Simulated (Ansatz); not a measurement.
Ni (model structure, started from the simple cubic type, Pm-3m, No. 221, 1 atom in the cell), treated with LDA (Ansatz, an electronic-structure program, plane waves, PAW).

Run with plane-wave cutoff 520 eV, 24×24×24 k mesh, Fermi–Dirac smearing 0.05 eV, spin-polarised with parallel moments, scalar-relativistic PAW data made under PBE.

Cell (relaxed at this level):

```yaml
crystal:
  lattice:
    - [2.26007, 0.00000, 0.00000]
    - [0.00000, 2.26007, 0.00000]
    - [0.00000, 0.00000, 2.26007]
  atoms:
    - { symbol: Ni, position: [0.00000, 0.00000, 0.00000], spin: 2.0 }
```

Task: Give the computed bulk modulus.

Result: 
- bulk modulus: 187 GPa

The run finds no gap.

Note: the magnetic order was assumed, not searched for or taken from measurement; the bulk modulus is −V dP/dV from two relaxed cells at ±2 % in volume; the moments ended far under their starting size, a low-moment state that need not be the lowest; the relaxation could raise the start's symmetry but not lower it, so the cell can be a saddle point.

Spins in the cell block are starting values.

Static lattice: no zero-point or thermal effects.

The result took roughly 40 core-seconds.

A model structure was made by putting elements into a prototype or built by hand; it is no filed structure, need not be a known phase, and can be a saddle point held by its symmetry.
